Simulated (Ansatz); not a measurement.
Given:

```xyz
2
Lattice="0.0000 2.2318 2.2318 2.2318 0.0000 2.2318 2.2318 2.2318 0.0000" Properties=species:S:1:pos:R:3 pbc="T T T"
C      0.0000     0.0000     0.0000
Ti     2.2318     2.2318     2.2318
```

No spin polarisation.

The values are results of PBE, PAW, 420 eV (Ansatz, an electronic-structure program; scalar-relativistic without spin-orbit coupling), earlier PAW set, not measurements. Settings: 23×23×23 k-points, 0.1 eV Fermi–Dirac smearing.

Q: Predict the band gap.

A: Zero.

Q: What pressure does the calculation give?

A: -18.6 GPa.

Q: What space group does the calculation give?

A: Fm-3m (No. 225).

The cells carry an imposed strain or load. Stability against distortions was not tested. All final runs are without spin polarisation. The cell was made from TiC in the rock salt structure (space group Fm-3m, No. 225) by this change: isotropic strain +3.02 %.
